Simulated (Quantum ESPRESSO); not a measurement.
Input and output of a self-consistent single point for Hf2Hg (I4mm, 3 atoms in the cell) (Quantum ESPRESSO).

Computed with PBEsol, GBRV 1.5 ultrasoft (PBESOL) pseudopotentials (plane waves; Quantum ESPRESSO 7.5).

```xyz
3
Lattice="-1.6600 1.6600 5.7842 1.6600 -1.6600 5.7842 1.6600 1.6600 -5.7842" Properties=species:S:1:pos:R:3 pbc="T T T"
Hf     0.0000     0.0000     7.7514
Hf     0.0000     0.0000     3.8669
Hg     0.0000     0.0000     0.0000
```

Reference input (self-consistent single point, DFT, PBEsol, plane waves, GBRV 1.5 ultrasoft (PBESOL) pseudopotentials): ecutwfc = 40 Ry; ecutrho = 320 Ry; occupations = smearing; smearing = fermi-dirac; degauss = 0.0073499 Ry; potentials = {Hf: hf_pbesol_v1.uspp.F.UPF, Hg: hg_pbesol_v1.uspp.F.UPF}; K_POINTS = automatic 6 6 6 0 0 0; conv_thr = 1e-10 Ry. This run's input differs from it in these lines:

```diff
@@ -16,3 +16,3 @@
     smearing = 'fermi-dirac'
-    degauss = 0.0073499
+    degauss = 0.00147
 /
@@ -29,3 +29,3 @@
 K_POINTS automatic
-6 6 6  0 0 0
+10 10 10  0 0 0
 CELL_PARAMETERS angstrom
```

Output (repeated stretches shortened):

```
     Self-consistent Calculation

     iteration #  1     ecut=    40.00 Ry     beta= 0.70

     negative rho (up, down):  2.113E-01 0.000E+00

     total energy              =    -401.15367904 Ry
     estimated scf accuracy    <      32.64336406 Ry

     iteration #  2     ecut=    40.00 Ry     beta= 0.70

     negative rho (up, down):  2.057E-01 0.000E+00

     total energy              =    -414.20447310 Ry
     estimated scf accuracy    <     124.31959154 Ry

     iteration #  3     ecut=    40.00 Ry     beta= 0.70

     negative rho (up, down):  2.141E-01 0.000E+00

     total energy              =    -424.08052563 Ry
     estimated scf accuracy    <       8.81956990 Ry

   [... 11 blocks of this kind left out ...]

     iteration # 15     ecut=    40.00 Ry     beta= 0.70

     negative rho (up, down):  2.252E-01 0.000E+00

     total energy              =    -424.63452401 Ry
     estimated scf accuracy    <          4.0E-10 Ry

     iteration # 16     ecut=    40.00 Ry     beta= 0.70

     negative rho (up, down):  2.252E-01 0.000E+00
     End of self-consistent calculation

     Number of k-points >= 100: set verbosity='high' to print the bands.

     the Fermi energy is    14.8568 ev

!    total energy              =    -424.63452401 Ry
     estimated scf accuracy    <          1.2E-11 Ry
     smearing contrib. (-TS)   =      -0.00022085 Ry
     internal energy E=F+TS    =    -424.63430317 Ry

     convergence has been achieved in  16 iterations

     negative rho (up, down):  2.252E-01 0.000E+00

     Forces acting on atoms (cartesian axes, Ry/au):

     atom    1 type  1   force =     0.00000000    0.00000000   -0.01988488
     atom    2 type  1   force =     0.00000000    0.00000000    0.01519558
     atom    3 type  2   force =     0.00000000    0.00000000    0.00468930

     Total force =     0.025462     Total SCF correction =     0.000006

     negative rho (up, down):  2.252E-01 0.000E+00
          total   stress  (Ry/bohr**3)                   (kbar)     P=      -15.76
  -0.00012105  -0.00000000   0.00000000          -17.81       -0.00        0.00
  -0.00000000  -0.00012105   0.00000000           -0.00      -17.81        0.00
  -0.00000000  -0.00000000  -0.00007930           -0.00       -0.00      -11.66

   JOB DONE.
```

The run converged in 16 iterations. Against the reference run the free energy rises by 15.6 meV/atom, the pressure moves little (-1.50 to -1.58 GPa) and the largest force goes from 0.603 to 0.511 eV/Å. The full log also holds: “c_bands:  1 eigenvalues not converged”.

The starting cell comes from a database of computed structures (which also holds hypothetical and non-ambient phases and stackings), without a prior relaxation at this level. Its lattice was rescaled by up to half a per cent. One atom was moved a little off its site on purpose. Spin-orbit coupling is off.

Cost on one core of a shared machine: roughly 3 min.
